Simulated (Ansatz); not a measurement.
rock-salt ZrN: the defect N vacancy (V_N)

Computed with PBE, PAW (plane waves to 420 eV; Ansatz, a program for electronic structure). Set-up: 64-site cell; 4×4×4 shifted k-points; start: the N site; energies good to tenths of an eV; the relaxation kept the symmetry of the starting site.

Neighbours after relaxation, in Å: of the emptied site: Zr 2.35, Zr 2.35, Zr 2.35, Zr 2.35, Zr 2.35, Zr 2.35.

Formation energies E_f are those of the neutral cell. Chemical conditions: N-rich (Δμ(N) = 0.00 eV; only phases computed here count, gases as isolated molecules at 0 K); Zr-rich (Δμ(N) = -3.46 eV; only phases computed here count, gases as isolated molecules at 0 K). Reference phases: N: N2 molecule in a box.

```csv
charge,moment (μB),point group,largest move off a lattice site (Å),"E_f, N-rich (eV)","E_f, Zr-rich (eV)"
0,not spin-polarised,Oh,0.05,3.19,-0.28
```

Point groups are those of the whole cell at tolerances of 0.03 and 0.1 Å ("near" where only the looser one holds); none is given for unsettled states.

All states together cost about 7 core-minutes (a rough figure).
